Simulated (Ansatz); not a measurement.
Start from LiNbO₃ (space group R3c, No. 161; a = 5.067 Å, c = 13.687 Å (hexagonal axes)).

Method: LDA (Ansatz, a program for electronic structure, PAW, scalar-relativistic without spin-orbit coupling).

Base values:

| Item | Result |
|---|---|
| c/a ratio | 2.701 |
| Lattice parameter a | 506.7 pm |

Now apply this change: a hydrostatic pressure of 10 GPa.

**Question.** Predict the new c/a ratio and lattice parameter a.

**Answer.** The c/a ratio goes up by 0.015, from 2.701 to 2.716; the lattice parameter a falls by 12.28 pm, from 506.7 pm to 494.5 pm.

Load acts through the strain it causes; cell and atoms are relaxed under it. No phonon test of stability was made. Competing high-pressure phases were not computed.
